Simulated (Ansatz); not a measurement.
Take SiGe in the CsCl type structure (space group Pm-3m, No. 221; a = 3.2003 Å; a hypothetical phase, not in the database extracts checked; relaxed with 0.1 eV smearing) as the base. Axes: x, y, z lie along the cube axes.

Level of theory: plane-wave PAW DFT at the PBEsol level (Ansatz, a quantum-chemistry and plane-wave program, 420 eV), without spin-orbit coupling.

One thing is altered: tensile biaxial strain of 1.76 % in the plane normal to [110], as in epitaxy on a mismatched substrate; the out-of-plane cell vector and the atoms relax.

Problem. Estimate the effect on the energy relative to the base.

Solution. The energy grows by 1.8 meV/atom.

Problem. What happens to the ratio −ε⊥/ε∥?

Solution. The ratio −ε⊥/ε∥ comes out as 1.47.

Problem. How does this affect the in-plane stress?

Solution. The mean in-plane stress (compression positive) comes out as -0.8 GPa.

Stability against distortions was not tested. The final runs are not spin-polarised.
